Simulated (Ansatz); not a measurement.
Start from Mg in the hcp (Mg type) structure (space group P6_3/mmc, No. 194; a = 3.1952 Å, c = 5.1966 Å; relaxed with 0.1 eV smearing).

Level of theory: Ansatz (a program for electronic structure), PBE, PAW, cutoff 420 eV, no spin-orbit coupling.

Base values:

Pressure: 0.0 GPa
Band gap: zero

One thing is altered: the cell is scaled by 0.9900 in all directions, atoms relaxed at fixed cell.

Q: What does the calculation give for the pressure after the change?

A: The pressure (mean of the normal stresses, compression positive) goes from zero to 1.2 GPa.

Q: Estimate the effect on the energy relative to the base.

A: The energy increases by 2.4 meV/atom.

Q: What happens to the band gap?

A: The band gap stays zero.

The cells carry an imposed strain or load. Whether these cells are dynamically stable was not tested.
